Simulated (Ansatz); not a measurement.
Where the default PAW files enter, the runs use the earlier of Ansatz's two default sets.

Tunnelling through a barrier is set by its complex band structure: the current falls as exp(−2κd) with the smallest κ.

Consider the following.

```xyz
2
Lattice="4.0901 0.0000 0.0000 0.0000 4.0901 0.0000 2.0451 -2.0451 2.8922" Properties=species:S:1:pos:R:3 pbc="T T T"
Ag     0.0000     0.0000     0.0000
Br     2.0451     2.0451     0.0000
```

Space group of this cell: Fm-3m, rock salt. The cell is taken as given; by PBEsol its mean pressure is -2.6 GPa.

Transport runs along the normal of the first two printed cell vectors, the (001) plane of the conventional cell.

The gap is the functional's own, uncorrected, and κ follows it; spin-orbit coupling is left out. Mid-gap values are interpolated between the computed energies.

Problem. State the band gap and the smallest decay constant κ at mid-gap according to PBEsol (Ansatz, a program for electronic structure).

Solution. Gap 0.51 eV on a 10×10×10 mesh; κ = 0.107 1/Å, at the zone centre.
